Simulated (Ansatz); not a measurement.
The starting structures come from a database of crystals and need not be the phases stable at ambient conditions.

By PBEsol, the system below comes out a metal.

The ballistic (Sharvin) conductance counts the channels at the Fermi level: G/A = (e²/h) × channels of both spins per area.

Data:

```yaml
crystal:
  lattice:
    - [2.98003, 0.00000, 0.00000]
    - [0.00000, 13.62440, 0.00000]
    - [1.49001, 0.00000, 2.58078]
  atoms:
    - { symbol: Ti, position: [0.33333, 0.91416, 0.33333] }
    - { symbol: Ti, position: [0.66667, 0.08584, 0.66667] }
    - { symbol: Ti, position: [0.66667, 0.41416, 0.66667] }
    - { symbol: Ti, position: [0.33333, 0.58584, 0.33333] }
    - { symbol: Al, position: [0.33333, 0.25000, 0.33333] }
    - { symbol: Al, position: [0.66667, 0.75000, 0.66667] }
    - { symbol: N, position: [0.00000, 0.00000, 0.00000] }
    - { symbol: N, position: [0.00000, 0.50000, 0.00000] }
```

Space group of this cell: P6_3/mmc. The cell is taken as given; by PBEsol its mean pressure is -3.7 GPa.

The current flows along the normal of the first two printed cell vectors, the (100) plane of the conventional cell. No spin-orbit coupling; the value is a mean over 0.1 eV about the Fermi level.

### Question
Estimate the ballistic conductance per area that PBEsol (Ansatz, an electronic-structure program) returns for this system.

### Answer
0.50 × 10¹⁵ S/m² for both spins.
